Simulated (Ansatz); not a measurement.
System: CdS (model structure, started from the h-BN type, P6₃/mmc, No. 194, 4 atoms in the cell). Method: r²SCAN+rVV10 in Ansatz (plane waves, PAW).

Numerical settings: plane-wave cutoff 560 eV, 12×12×4 k mesh (along the axes of the cell as run), Fermi–Dirac smearing 0.01 eV, scalar-relativistic PAW data made under PBE.

Cell (relaxed at this level):

CdS is taken in the hexagonal space group P6₃/mmc (No. 194), Pearson symbol hP4. Lattice parameters: a = 4.395 Å, b = 4.395 Å, c = 5.701 Å, α = 90.00°, β = 90.00°, γ = 120.00°. Cd on 2c sees 3 S at 2.537 Å and 2 S at 2.850 Å (trigonal bipyramidal). S on 2d is surrounded by 3 Cd at 2.537 Å and 2 Cd at 2.850 Å (trigonal bipyramidal). (Neighbours: up to the widest gap in distance over summed covalent radii, below 1.35, at either atom; cation-cation and far metal-metal contacts left out.)

### Question
Estimate the band gap that the calculation returns.

### Answer

- band gap: 1.44 eV (on the SCF k mesh)

Note: the relaxation could raise the start's symmetry but not lower it, so the cell can be a saddle point.

Spin–orbit coupling is not included.

Static lattice: no zero-point or thermal effects.

It cost around 7 core-minutes (rough) of CPU time.

A model structure was made by putting elements into a prototype or built by hand; it is no filed structure, need not be a known phase, and can be a saddle point held by its symmetry.

Ansatz is a quantum-chemistry and plane-wave program.
